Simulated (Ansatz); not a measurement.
The reference is AlAs in the zinc blende structure (space group F-43m, No. 216; a = 5.675 Å). Axes: x, y, z lie along the cube axes.

Computed with plane-wave PAW DFT at the PBEsol level (Ansatz, a first-principles code, 420 eV), no spin-orbit coupling.

Strains are applied to the cell and any free atomic positions relax; under biaxial strain the out-of-plane vector relaxes too.

One change was made to it. Results:

The shortest interatomic distance grows by 0.0304 Å to 2.488 Å; the band gap shrinks by 0.375 eV (1.34 eV → 0.97 eV).

Problem. Name the change that was made.
A. tensor shear ε_yz = −0.72 %
B. isotropic strain −1.79 %
C. biaxial strain +3.74 %, plane normal [001], relaxed out of plane
D. biaxial strain +3.56 %, plane normal [111], relaxed out of plane

Solution. C, biaxial strain +3.74 %, plane normal [001], relaxed out of plane. For comparison, the band gap in the other runs: isotropic strain −1.79 % gives 1.25 eV; biaxial strain +3.56 %, plane normal [111], relaxed out of plane gives 1.12 eV; tensor shear ε_yz = −0.72 % gives 1.27 eV.

Semilocal Kohn–Sham gaps tend to fall short of experiment. Whether these cells are dynamically stable was not tested.
